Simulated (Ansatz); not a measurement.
The starting structures come from a database of crystals and need not be the phases stable at ambient conditions.

Inside the gap of an insulator the Bloch states are evanescent, with a wavenumber k + iκ along the transport direction.

Data:

```
CELL_PARAMETERS angstrom
      2.84168     0.00000     0.00000
      0.00000     9.74684     0.00000
      1.42084     0.00000     2.46097
ATOMIC_POSITIONS crystal
  Be 0.33333 0.92151 0.33333
  Be 0.66667 0.07849 0.66667
  Be 0.66667 0.42151 0.66667
  Be 0.33333 0.57849 0.33333
  Be 0.00000 0.75000 0.00000
  Be 0.00000 0.25000 0.00000
  N  0.00000 0.00000 0.00000
  N  0.00000 0.50000 0.00000
  N  0.33333 0.75000 0.33333
  N  0.66667 0.25000 0.66667
```

Space group of this cell: P6_3/mmc. The cell is taken as given; by r2SCAN its mean pressure is -1.2 GPa.

Transport runs along the normal of the first two printed cell vectors, the (100) plane of the conventional cell.

No gap correction and no spin-orbit coupling; mid-gap values are interpolated between computed energies.

Estimate the band gap and the smallest decay constant κ at mid-gap that r2SCAN (Ansatz, an electronic-structure program) returns for this system.

Gap 4.00 eV on a 12×4×12 mesh; κ = 0.347 1/Å, at the zone centre.
